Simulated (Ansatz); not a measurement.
## A computed series for ZrSi2: pressure series

Start from ZrSi₂ (space group Cmcm, No. 63).

```
ZrSi2
1.0
    1.84434    -7.42919     0.00000
    1.84434     7.42919     0.00000
    0.00000     0.00000     3.66679
Si Zr
4 2
Direct
  0.94827   0.05173   0.75000
  0.05173   0.94827   0.25000
  0.24981   0.75019   0.75000
  0.75019   0.24981   0.25000
  0.60584   0.39416   0.75000
  0.39416   0.60584   0.25000
```

Cell and atoms are relaxed at each pressure.

Computed with r2SCAN in Ansatz (plane waves to 500 eV, PAW, no spin-orbit coupling).

| P (GPa) | V (Å³/atom) |
|---|---|
| -2.00 | 17.020 |
| -1.00 | 16.881 |
| 0.90 | 16.632 |
| 2.10 | 16.484 |
| 4.50 | 16.205 |
| 9.00 | 15.737 |
| 15.00 | 15.195 |
| 22.50 | 14.621 |
| 30.01 | 14.132 |

A third-order Birch–Murnaghan fit to these points gives V₀ = 16.75 Å³/atom, B₀ = 128 GPa and B₀′ = 3.8. At pressure 30 GPa the volume is 84.4 % of V₀.

Load acts through the strain it causes; cell and atoms are relaxed under it. Whether these cells are dynamically stable was not tested. Competing high-pressure phases were not computed. The final runs are not spin-polarised.

Ansatz is a program for electronic structure.
